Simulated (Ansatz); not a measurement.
Results of PBE (PAW; Ansatz, a first-principles code) for AlBN2 (model structure, started from the ScAlN2 type, P3m1, No. 156, 4 atoms in the cell).

Run with plane-wave cutoff 520 eV, 12×12×8 k mesh (along the axes of the cell as run), Fermi–Dirac smearing 0.01 eV, scalar-relativistic PAW data made under PBE.

Cell (relaxed with PBEsol):

```cif
data_AlBN2
_chemical_formula_sum 'B1 N2 Al1'
_space_group_name_H-M_alt 'P 1'
_space_group_IT_number 1
_cell_length_a 2.84971
_cell_length_b 2.84971
_cell_length_c 4.66511
_cell_angle_alpha 90.000
_cell_angle_beta 90.000
_cell_angle_gamma 120.000
loop_
_space_group_symop_operation_xyz
  'x, y, z'
loop_
_atom_site_label
_atom_site_type_symbol
_atom_site_fract_x
_atom_site_fract_y
_atom_site_fract_z
_atom_site_occupancy
B1 B 0.33333 0.66667 0.01903 1
N1 N 0.33333 0.66667 0.34424 1
Al1 Al 0.66667 0.33333 0.50067 1
N2 N 0.66667 0.33333 0.90605 1
```

Q: Give the computed band gap and smallest direct gap on the k points sampled.

A: 
- band gap: 4.21 eV (indirect)
- smallest direct gap on the k points sampled: 5.05 eV

Note: the relaxation could raise the start's symmetry but not lower it, so the cell can be a saddle point; cell and atoms aren't relaxed at this level (pressure 4.5 GPa).

A model structure was made by putting elements into a prototype or built by hand; it is no filed structure, need not be a known phase, and can be a saddle point held by its symmetry.
